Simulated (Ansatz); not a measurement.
# TiAl: tensor shear ε_xz = +1.43 %

The reference is TiAl (space group P4/mmm, No. 123; a = 2.796 Å, c = 4.038 Å; relaxed with 0.1 eV smearing). Axes: x, y, z lie along a, b, c of the conventional cell.

Modification: a pure shear with ε_xz = ε_zx = 0.0143; the atoms relax in the strained cell.

The values are results of PBEsol (Ansatz, a quantum-chemistry and plane-wave program), no SOC, not measurements. Γ-centred 21×21×14 mesh, Fermi–Dirac width 0.1 eV.

- Space group = P2/m (No. 10) (base P4/mmm (No. 123))
- Energy relative to the base (free energy F) = +4.8 meV/atom
- Pressure (mean of the normal stresses, compression positive) = 0.1 GPa (base 0.0 GPa)
- Band gap = zero (base zero)
- Stress (xx, yy, zz, yz, xz, xy; compression positive) = (0.1, 0.1, 0.2, 0.0, -3.4, 0.0) GPa

Cost of the whole job for the changed cell (relaxation, final SCF and bands): around 60 core-seconds (rough).

Stability against distortions was not tested. The final runs are not spin-polarised.
